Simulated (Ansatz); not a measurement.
Base system: GaAs in the zinc blende structure (space group F-43m, No. 216; a = 5.6667 Å).

The other end (x = 1) is GaP in the zinc blende structure (space group F-43m, No. 216): 20.25 Å³/atom, gap 1.85 eV.

Computed with r2SCAN (Ansatz, an electronic-structure program; PAW; 500 eV plane waves; no spin-orbit coupling).

P replaces a fraction x of As; each row is one arrangement (x, atoms in the cell, starting space group or random), fully relaxed.

One change was made to it. Results:

```tsv
quantity	base	after
shortest interatomic distance	2.454 Å	2.369 Å
deviation of the volume from the linear (Vegard-type) interpolation	–	-0.1 %
```

Problem. Which of these changes matches the shifts?
A. x(P) = 0.5, 8 atoms, P-4m2
B. x(P) = 0.25, 8 atoms, P-4m2
C. x(P) = 0.75, 8 atoms, P-4m2
D. x(P) = 0.333, 6 atoms, I-4m2

Solution. C, x(P) = 0.75, 8 atoms, P-4m2. For comparison, the shortest interatomic distance in the other runs: x(P) = 0.25, 8 atoms, P-4m2 gives 2.389 Å; x(P) = 0.333, 6 atoms, I-4m2 gives 2.386 Å; x(P) = 0.5, 8 atoms, P-4m2 gives 2.378 Å.

These are small ordered cells, not random alloys; other orderings at the same x differ. Stability against distortions was not tested.
